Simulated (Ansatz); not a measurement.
A computed series for CaF2: pressure series

Base system: CaF2 (space group Pmc2_1, No. 26; a = 3.4697 Å, b = 4.1055 Å, c = 5.8761 Å; a cell from a computed database, its experimental status unchecked).

Cell and atoms are relaxed at each pressure.

Levels (all Ansatz, a program for electronic structure, PAW): PBEsol (420 eV, without spin-orbit coupling); HSE06 (420 eV, spin-orbit coupling left out).

Band gaps by level, all at the geometries relaxed with PBEsol:

```tsv
case	PBEsol	HSE06
base	6.32 eV	8.63 eV
pressure −2 GPa	6.25 eV	8.54 eV
pressure 0.3 GPa	6.33 eV	8.65 eV
pressure 0.7 GPa	6.34 eV	8.66 eV
pressure 1.5 GPa	6.36 eV	(withheld)
pressure 3 GPa	6.38 eV	(withheld)
pressure 5 GPa	6.41 eV	8.78 eV
pressure 10 GPa	6.44 eV	(withheld)
```

Question: What belongs in the blanks?

Answer: 
- pressure 1.5 GPa, HSE06: 8.69 eV
- pressure 3 GPa, HSE06: 8.73 eV
- pressure 10 GPa, HSE06: 8.84 eV

Single points use the geometry relaxed with PBEsol. HSE06 gaps are upper bounds (no full band path). Load acts through the strain it causes; cell and atoms are relaxed under it. Whether these cells are dynamically stable was not tested. No other phases were tried under pressure.
